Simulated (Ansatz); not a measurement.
Structures of equal composition on the (0001) surface of hcp Ti: a layer of Fe in place of the second plane; a layer of Fe in place of the third plane. The slabs share one bottom face, and each structure is named by its start. These are constructed structures in small cells; real faces may alloy, dewet or reconstruct in larger ones, and not all known structures of the face are among them. Slabs of about 12 Å with all that they carry, Fermi-Dirac smearing of 0.1 eV. Bottom of the slabs: a bare face, its two planes held. Relaxed from the named starts with such symmetry as they have, on meshes of like density; energies extrapolated to zero smearing; no spin-orbit coupling, no U. Spin-polarised runs, if any, are marked in brackets, and their order is one that fits the cell; the others ran without spin.

All values below come from PBE (plane waves to 420 eV, PAW; Ansatz, an electronic-structure program).

Task: Order them by energy per 1x1 cell (lowest first) at the level PBE.

Result: a layer of Fe in place of the second plane (0.000 eV (1 Ti–Ti bonds formed) [spin, 0.8 μB a cell]), a layer of Fe in place of the third plane (0.101 eV (1 Ti–Ti bonds formed) [spin, 2.2 μB a cell])
